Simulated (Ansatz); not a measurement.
Input and output of a relaxation of cell and atoms for YCo (Cmcm, 4 atoms in the cell) (Ansatz, a first-principles code).

Level of theory: PBEsol, default PAW files made with PBE (plane waves; Ansatz).

The change in words: atoms on their sites; basis.ecutwfc: 30.9 Ry → 15.4 Ry; relax: default → cell and atoms. Reference geometry:
```
CELL_PARAMETERS angstrom
      2.06129    -5.19952     0.00000
      2.06129     5.19952     0.00000
      0.00000     0.00000     3.83497
ATOMIC_POSITIONS crystal
  Y  0.14278 0.85722 0.26304
  Y  0.85722 0.14278 0.75000
  Co 0.44679 0.55321 0.25000
  Co 0.55321 0.44679 0.75000
```
Moments meant for the start (each program seeds them in its own way; μB, in the order of the atoms Y Y Co Co): 1.0 1.0 3.0 3.0.

Reference input (self-consistent single point, DFT, PBEsol, plane waves, default PAW files made with PBE): basis.ecutwfc = 30.9 Ry; kpoints.mp_grid.grid = 3 3 3; hamiltonian.xc = pbesol; hamiltonian.pseudopotentials = {kind: paw} (the program's default PAW files); magnetization.spin_polarized = true; scf.occupations.method = gaussian; scf.occupations.width = 0.0073 Ry. This run's input differs from it in these lines:

Ansatz 0.2 input:
```diff
@@ -7,3 +7,3 @@
   atoms:
-    - { symbol: Y, position_ang: [2.061288, 3.714745, 1.008743], spin: 1.0 }
+    - { symbol: Y, position_ang: [2.061288, 3.714745, 0.958743], spin: 1.0 }
     - { symbol: Y, position_ang: [2.061288, -3.714745, 2.876228], spin: 1.0 }
@@ -12,3 +12,3 @@
 basis:
-  ecutwfc: 30.9 Ry
+  ecutwfc: 15.4 Ry
 kpoints:
@@ -22,2 +22,4 @@
   occupations: { method: gaussian, width: 0.0073 Ry }
+relax:
+  cell: {}
 output:
```

Output, abridged:

```
   [... SCF lines of the steps left out ...]
relax step   1: F+E_penalty+E_count = -17744.67233670 eV  Δ(F+E_penalty+E_count) = +0.000e0 eV  max|allowed force component| = 4.507e-1 eV/Å  Δτ_max = 0.0000 Å  P = -1.486 GPa  Ω = 82.204 Å³  (18 SCF iters, dr2 threshold 1.00e-7 eV, accepted)
relax step   2: F+E_penalty+E_count = -17749.10308900 eV  Δ(F+E_penalty+E_count) = -4.431e0 eV  max|allowed force component| = 5.891e-1 eV/Å  Δτ_max = 0.0943 Å  P = +38.919 GPa  Ω = 78.861 Å³  energy of the carried Pulay correction = +6.168e0 eV  [...]
   [... lines left out ...]
relax step 119: F+E_penalty+E_count = -17745.33868787 eV  Δ(F+E_penalty+E_count) = -2.708e-2 eV  max|allowed force component| = 6.886e-4 eV/Å  Δτ_max = 0.0005 Å  P = +0.003 GPa  Ω = 80.720 Å³  energy of the carried Pulay correction = +2.683e-2 eV  [...]
relax step 120: F+E_penalty+E_count = -17745.17324314 eV  Δ(F+E_penalty+E_count) = +1.654e-1 eV  max|allowed force component| = 2.049e-2 eV/Å  Δτ_max = 0.0000 Å  P = +0.053 GPa  Ω = 80.720 Å³  stress off target by 6.66e-1 GPa  SCF on the basis [...]
basis re-selected at this cell: Δ(F+E_penalty+E_count) = +1.654e-1 eV, ΔP = +0.051 GPa vs the last step
   [... lines left out ...]
Absolute magnetization: 0.0000 μB (∫|ρ↑−ρ↓|, with the PAW one-centre terms)
Free energy (F): -17745.173243 eV
Fermi energy:    12.357440 eV
Error: variable-cell relaxation did not converge after 120 `relax_step` rows, as none of its last 29 fresh-basis SCF(s) at a relaxed cell met both thresholds with a finite energy. The last misses `relax.f_tol` and `relax.cell.stress_tol`: largest allowed force component 2.05e-2 eV/Å (`relax.f_tol` 1.00e-2 eV/Å), stress off the target on the free part of the cell 6.66e-1 GPa (`relax.cell.stress_tol` 5.00e-2 GPa), F+E_penalty+E_count -17745.17324314 eV. The closest is row 120, whose structure comes with this error. Larger ratio of force or stress to its threshold at each such SCF whose figures are numbers: 91.510, 111.363, 96.133, 87.715, 79.191, 84.124, 81.955, 71.711, 74.575, [...]
   [... lines left out ...]
to start a new deck from the relaxed geometry:
  cell:  # Å, volume = 80.7204 Å³
    - [2.1229573916730553, -4.867072711927535, 0.0]
    - [2.1229573916730553, 4.867072711927535, 0.0]
    - [0.0, 0.0, 3.9061061171272615]
  atoms:
    - { symbol: Y, position: [0.14794700358069895, 0.8520529964193011, 0.2500001303791164] }
    - { symbol: Y, position: [0.8520529964193011, 0.14794700358069895, 0.7500001303791163] }
    - { symbol: Co, position: [0.45145768487878896, 0.548542315121211, 0.2500001303791164] }
    - { symbol: Co, position: [0.548542315121211, 0.45145768487878896, 0.7500001303791163] }
```

The relaxation ended unconverged.  The full log also holds: “iter 6 did not close the SCF: its close was put off for a magnetic moment that had not settled (scf_convergence_deferred on its scf_iter line)”. The full log also holds: “iter 5 did not close the SCF: its close was put off for a magnetic moment that had not settled (scf_convergence_deferred on its scf_iter line)”.

The starting cell comes from a database of computed structures (which also holds hypothetical and non-ambient phases and stackings), without a prior relaxation at this level. Its lattice was rescaled by up to half a per cent. The program warned that a starting moment was not kept. The cutoff lies below the one recommended for these files.

Cost on one core of a shared machine: roughly 3 min.
